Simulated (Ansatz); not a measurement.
Input and output of a self-consistent single point for Se (C2, 3 atoms in the cell) (Ansatz, a program for electronic structure).

Computed with LDA (PW92), default PAW files made with PBE (plane waves; Ansatz).

```xyz
3
Lattice="2.1916 -3.7959 0.0000 2.1916 3.7959 0.0000 0.0000 0.0000 4.9649" Properties=species:S:1:pos:R:3 pbc="T T T"
Se     0.4931     0.8541     3.3099
Se     3.4469     0.0000     0.0000
Se     0.4931    -0.8541     1.6549
```

Reference input (self-consistent single point, DFT, LDA (PW92), plane waves, default PAW files made with PBE): basis.ecutwfc = 420 eV; kpoints.mp_grid.grid = 7 7 5; hamiltonian.xc = lda; hamiltonian.pseudopotentials = {kind: paw} (the program's default PAW files); scf.occupations.method = fermi_dirac; scf.occupations.width = 0.01 eV. This run's input differs from it in these lines:

Ansatz 0.2 input:
```diff
@@ -13,3 +13,3 @@
 kpoints:
-  mp_grid: { grid: [7, 7, 5] }
+  mp_grid: { grid: [19, 19, 14], shift: [0.5, 0.5, 0.5] }
 hamiltonian:
```

Output (repeated stretches shortened):

```
SCF iter   1: F=—  HF=-16149.603065 eV  |F-HF|=—  |Δ(HF+E_count)|=         —  Δρ=4.90e-3  dr2=8.55e-3  ethr=1.77e-3  ⟨swp⟩=6.2  Hψ=178529  notcnv=0
all-band conjugate gradients solve this SCF's bands
preconditioner: auto → Resta (q_TF=auto, 2.492 Å⁻¹)
SCF iter   2: F=—  HF=-16149.601171 eV  |F-HF|=—  |Δ(HF+E_count)|=   1.89e-3  Δρ=2.66e-3  dr2=2.71e-3  ethr=1.78e-5  ⟨swp⟩=2.0  Hψ=54547  notcnv=0  defer=1330
   [... lines left out ...]
SCF iter   4: F=—  HF=-16149.600812 eV  |F-HF|=—  |Δ(HF+E_count)|=   7.24e-6  Δρ=7.36e-5  dr2=5.58e-6  ethr=1.41e-7  ⟨swp⟩=2.0  Hψ=46527  notcnv=0  defer=1330
SCF iter   5: F=—  HF=-16149.600814 eV  |F-HF|=—  |Δ(HF+E_count)|=   2.01e-6  Δρ=2.39e-5  dr2=7.09e-7  ethr=1.16e-8  ⟨swp⟩=2.0  Hψ=69009  notcnv=0  defer=1330
SCF iter   6: F=—  HF=-16149.600814 eV  |F-HF|=—  |Δ(HF+E_count)|=   1.36e-8  Δρ=1.19e-5  dr2=2.14e-7  ethr=2.08e-10  ⟨swp⟩=8.0  Hψ=194502  notcnv=0
SCF iter   7: F=-16149.600814 eV  HF=-16149.600814 eV  |F-HF|=7.80e-9  |Δ(HF+E_count)|=   5.63e-8  Δρ=2.82e-6  dr2=7.40e-9  ethr=2.08e-10  ⟨swp⟩=4.2  Hψ=141244  notcnv=0
SCF 1 converged in 7 iterations: F = -16149.600814 eV  dr2 = 7.40e-9
Free energy (F): -16149.600814 eV
Internal energy: -16149.600814 eV  (E = F + TS)
E sigma→0 (E₀):  -16149.600814 eV
Fermi energy:    6.949977 eV
--- Forces (eV/Å), atoms counted from 1 ---
  atom   1  Se     0.26517199     0.25064887    -0.09057819
  atom   2  Se    -0.53034503     0.00000000     0.00000000
  atom   3  Se     0.26517199    -0.25064887     0.09057819
--- Stress (GPa, compression-positive) ---
       -0.790618       0.000000       0.000000
        0.000000      -1.422002      -0.435871
        0.000000      -0.435871       0.198206
  P = ⅓ Tr σ = -0.6715 GPa (-6.715 kbar)
  The stress holds the Pulay correction. Without it, at fixed plane waves, as pw.x and ABINIT print it: P = -0.6989 GPa
```

The run converged in 7 iterations. Against the reference run the free energy is nearly the same (within 1 meV/atom), the pressure stays at -0.67 GPa, the largest force stays at 0.530 eV/Å and the gap on the mesh goes from 1.186 to 0.961 eV.

The starting cell has typed, rounded lattice constants, without a prior relaxation at this level. Its lattice was rescaled by up to half a per cent. One atom was moved a little off its site on purpose. Ansatz's pressure includes its estimate of the finite-basis (Pulay) stress. Another mesh or the band path of this cell gives a smaller gap, so this value is not converged in the mesh.

Cost on one core of a shared machine: roughly 2 min.
